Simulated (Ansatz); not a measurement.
## SiC: response to strain

Base system: SiC (space group P6_3mc, No. 186; a = 3.078 Å, c = 10.076 Å). Axes: x lies along a and z along c of the hexagonal cell.

Strains are applied to the cell and any free atomic positions relax; under biaxial strain the out-of-plane vector relaxes too.

Method: r2SCAN (Ansatz, an electronic-structure program; PAW; 500 eV plane waves; without spin-orbit coupling).

```json
[
 {"biaxial strain, plane normal [001], relaxed out of plane (%)": "-1.66", "band gap (eV)": "2.47"},
 {"biaxial strain, plane normal [001], relaxed out of plane (%)": "-1.54", "band gap (eV)": "2.48"},
 {"biaxial strain, plane normal [001], relaxed out of plane (%)": "-0.9", "band gap (eV)": "?"},
 {"biaxial strain, plane normal [001], relaxed out of plane (%)": "0", "band gap (eV)": "2.60"}
]
```

**Question.** Fit E_g = E₀ + Dε (ε in %) to the rows shown and predict the withheld row.

**Answer.** Least squares on the printed values gives E₀ = 2.60 eV, D = 78.1 meV per % of strain (largest residual 0.00 eV); this predicts 2.53 eV, and the run gives 2.53 eV, in agreement.

No phonon test of stability was made.
